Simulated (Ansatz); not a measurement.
An Ansatz (an electronic-structure program) input (r2SCAN, PAW, 500 eV (Ansatz; scalar-relativistic without spin-orbit coupling), earlier PAW set):

Ansatz 0.2 input:
```yaml
crystal:
  lattice:
    - [4.6641686037, 0, 0]
    - [2.3320843018, 4.0392884983, 0]
    - [2.3320843018, -1.3464294994, 0.9556486378]
  atoms:
    - { symbol: Ta, position: [0, 0, 0] }
basis: { ecutwfc: 500, ecutrho_ratio: 4, xc_grid: 4, fft_grid_basis: typed }
kpoints: { mp_grid: { grid: [28, 28, 28] } }
hamiltonian:
  xc: r2scan
  dispersion: none
  pseudopotentials: { azcp: { folder: ./paw }, kind: paw }
scf: { occupations: { method: fermi_dirac, width: 0.1 } }
relax: { f_tol: 0.005, max_steps: 50, cell: { stress_tol: 0.01, fix: [a, b, gamma] } }
output: { forces: true, stress: true }
checkpoint: { write: state.ck, write_every: 1000 }
```

Q: Which symmetry and how many k-points will the program report, and about how many plane waves at Γ?

A: Space group R-3m (ITA 166) with 12 operations, k-points 2045 of 21952, and 459 plane waves at Γ.

Q: And the final pressure?

A: 0.50 GPa (compression positive).

The cells carry an imposed strain or load. Whether these cells are dynamically stable was not tested. All final runs are without spin polarisation. The cell was made from Ta in the bcc (W type) structure (space group Im-3m, No. 229) by this change: biaxial strain −0.25 %, plane normal [111], relaxed out of plane.
